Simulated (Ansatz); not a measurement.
An Ansatz (an electronic-structure program) input (PBEsol/PAW in Ansatz, spin-orbit coupling left out):

Ansatz 0.2 input:
```yaml
crystal:
  lattice:
    - [2.8025929363, 0, 0]
    - [0, 2.8025929363, 0]
    - [0, 0, 5.7425520715]
  atoms:
    - { symbol: Ga, position: [0.5, 0.5, 0.2835892532] }
    - { symbol: Ga, position: [0.5, 0.5, 0.7164107468] }
    - { symbol: Cu, position: [0, 0, 0] }
basis: { ecutwfc: 420, ecutrho_ratio: 4, xc_grid: 2, fft_grid_basis: typed }
kpoints: { mp_grid: { grid: [17, 17, 8] } }
hamiltonian:
  xc: pbesol
  dispersion: none
  pseudopotentials: { kind: paw }
scf: { occupations: { method: fermi_dirac, width: 0.05 }, convergence: { dr2_threshold: 0.0000000003 } }
output: { forces: true, stress: true }
```

Task: Which symmetry and how many k-points will the program report, and about how many plane waves at Γ?

Result: Space group P4/mmm (ITA 123) with 16 operations, k-points 225 of 2312, and 903 plane waves at Γ.

No phonon test of stability was made. The final runs are not spin-polarised. The cell is Ga$_{2}$Cu (space group P4/mmm, No. 123).
